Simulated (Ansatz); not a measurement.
The starting structures come from a database of crystals and need not be the phases stable at ambient conditions.

 Where the default PAW files enter, the runs use the earlier of Ansatz's two default sets.

Here is the system:

```
SnZnP2
1.0
    4.00390     0.00000     0.00000
    0.00000     5.62318     0.00000
    0.00000     0.00000     4.00390
Zn Sn P
1 1 2
Direct
  0.00000   0.00000   0.00000
  0.50000   0.50000   0.50000
  0.50000   0.77294   0.00000
  0.00000   0.22706   0.50000
```

Space group of this cell: P-4m2. The cell is taken as given.

The current runs along the normal of the first two printed vectors, the (100) plane. All runs by Ansatz (a quantum-chemistry and plane-wave program), plane waves and PAW, without spin-orbit coupling; the base is r2SCAN.

```json
[
 {"run": "base", "mean pressure (GPa)": "0.2", "gap (eV)": "0.87", "mid-gap κ (1/Å)": "0.070"},
 {"run": "all lengths scaled by 0.98", "mean pressure (GPa)": "5.5", "gap (eV)": "1.05", "mid-gap κ (1/Å)": "0.086"},
 {"run": "all lengths scaled by 1.02", "mean pressure (GPa)": "-3.8", "gap (eV)": "0.66", "mid-gap κ (1/Å)": "0.051"},
 {"run": "lda in place of r2scan", "mean pressure (GPa)": "-2.7", "gap (eV)": "0.40", "mid-gap κ (1/Å)": "0.033"},
 {"run": "lengths across the current scaled by 0.98, ions clamped", "mean pressure (GPa)": "3.6", "gap (eV)": "…", "mid-gap κ (1/Å)": "…"},
 {"run": "lengths across the current scaled by 1.02, ions clamped", "mean pressure (GPa)": "-2.6", "gap (eV)": "…", "mid-gap κ (1/Å)": "…"},
 {"run": "lengths along the current scaled by 0.97, ions clamped", "mean pressure (GPa)": "2.7", "gap (eV)": "0.74", "mid-gap κ (1/Å)": "0.074"},
 {"run": "lengths along the current scaled by 1.03, ions clamped", "mean pressure (GPa)": "-1.9", "gap (eV)": "…", "mid-gap κ (1/Å)": "…"},
 {"run": "pbesol in place of r2scan", "mean pressure (GPa)": "-0.8", "gap (eV)": "0.48", "mid-gap κ (1/Å)": "0.040"}
]
```

Fill in the missing entries.


- lengths across the current scaled by 0.98, ions clamped, gap (eV): 0.85
- lengths across the current scaled by 0.98, ions clamped, mid-gap κ (1/Å): 0.079
- lengths across the current scaled by 1.02, ions clamped, gap (eV): 0.63
- lengths across the current scaled by 1.02, ions clamped, mid-gap κ (1/Å): 0.056
- lengths along the current scaled by 1.03, ions clamped, gap (eV): 0.60
- lengths along the current scaled by 1.03, ions clamped, mid-gap κ (1/Å): 0.059
